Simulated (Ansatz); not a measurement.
Consider the following.

```
CELL_PARAMETERS angstrom
      3.00209     0.00000     0.00000
     -1.50105     2.59989     0.00000
      0.00000     0.00000    13.92926
ATOMIC_POSITIONS crystal
  B  0.33333 0.66667 0.52340
  B  0.66667 0.33333 0.47660
  B  0.66667 0.33333 0.02340
  B  0.33333 0.66667 0.97660
  B  0.00000 0.00000 0.25000
  B  0.00000 0.00000 0.75000
  B  0.66667 0.33333 0.25000
  B  0.33333 0.66667 0.75000
  W  0.33333 0.66667 0.13561
  W  0.66667 0.33333 0.86439
  W  0.66667 0.33333 0.63561
  W  0.33333 0.66667 0.36439
```

All values below come from PBEsol, DFPT electron-phonon coupling, linearised Boltzmann equation (plane waves, PAW, scalar-relativistic; Ansatz, a first-principles code). How the cell was made: relaxed with this functional, without spin-orbit coupling.

What phonon-limited resistivity does this give at 300 K?

14.7 (x), 14.7 (y), 7.5 (z) μΩ·cm.

How long is the mean free path there?

9.6 (x), 9.6 (y), 13.4 (z) nm, weighted by the current that each state carries. Wires not much wider than this gain resistivity from their walls.

A metal at this level (no band gap). Only scattering by harmonic phonons is included (no impurities, grain boundaries, electron-electron scattering or thermal expansion). Spin-orbit coupling is left out, which matters with elements this heavy. The run warned that the eigensolver left some states short of its tolerance. Halving the electron mesh (32x32x8) moves the resistivity by up to 1 % at 300 K, the mean free path by up to 3 %. Smearing 0.20 eV; phonons on a 5x5x1 q mesh, which this run doesn't test.

Formula and space group known from diffraction (Crystallography Open Database), not checked to be the room-temperature form: WB2 (P6_3/mmc).
